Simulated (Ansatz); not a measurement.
We consider CsCl-type PdIn, described by LDA in Ansatz (PAW).

Settings: plane-wave cutoff 520 eV, 18×18×18 k mesh, Fermi–Dirac smearing 0.05 eV, scalar-relativistic PAW data made under PBE.

The volume scan:

```json
[
 {"V (Å³/atom)": "15.613", "E − E_lowest (meV/atom)": "32.07", "P (GPa)": "11.06"},
 {"V (Å³/atom)": "15.945", "E − E_lowest (meV/atom)": "13.56", "P (GPa)": "6.87"},
 {"V (Å³/atom)": "16.277", "E − E_lowest (meV/atom)": "3.21", "P (GPa)": "3.19"},
 {"V (Å³/atom)": "16.610", "E − E_lowest (meV/atom)": "0.00", "P (GPa)": "-0.03"},
 {"V (Å³/atom)": "16.942", "E − E_lowest (meV/atom)": "3.03", "P (GPa)": "-2.84"},
 {"V (Å³/atom)": "17.274", "E − E_lowest (meV/atom)": "11.52", "P (GPa)": "-5.29"},
 {"V (Å³/atom)": "17.606", "E − E_lowest (meV/atom)": "24.73", "P (GPa)": "-7.41"}
]
```

Problem. Estimate the bulk modulus from the pressures at 16.277 and 16.942 Å³/atom, and compare it with a fit to all energies.

Solution. B = −V dP/dV. Between V = 16.277 and 16.942 Å³/atom, dP/dV = (-2.84 − (3.19))/(16.942 − 16.277) = -9.07 GPa per Å³/atom; at the midpoint 16.610 Å³/atom this gives B ≈ 151 GPa. The third-order Birch–Murnaghan fit gives V0 = 16.607 Å³/atom, B0 = 150 GPa, B′ = 5.8, which lies within 1 % of that estimate.

Spin–orbit coupling is not included.

Cost on a shared machine: roughly 80 core-seconds.

Ansatz is a program for electronic structure.
